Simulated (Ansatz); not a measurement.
For BP (model structure, from the NiAs type, P6₃/mmc, No. 194), PBE (PAW; Ansatz, an electronic-structure program) gives:

```
Quantity                    Value
-------------------  ------------
lattice constant a        3.073 Å
lattice parameter c       5.055 Å
bulk modulus B0           156 GPa
cohesive energy      4.10 eV/atom
```

**Question.** What does r²SCAN in Ansatz (plane waves, PAW) give for the same quantities?

**Answer.** 
- lattice constant a: 3.079 Å (goes up by 0.2 %)
- lattice parameter c: 5.030 Å (falls by 0.5 %)
- bulk modulus: 156 GPa (hardly moves)
- cohesive energy: 3.93 eV/atom (drops by 0.17 eV/atom)

Changes are worked out from the printed values.

Unless a cell is named, each level is at its own relaxed cell (PBE 10.34, r²SCAN 10.33 Å³/atom).

Caveats: the bulk modulus is −V dP/dV from two relaxed cells at ±2 % in volume (PBE, r²SCAN). Ansatz's density-functional and Hartree–Fock values are scalar-relativistic unless marked +SOC, with PAW data made under PBE.

A model structure was made by putting elements into a prototype or built by hand; it is no filed structure, need not be a known phase, and can be a saddle point held by its symmetry.
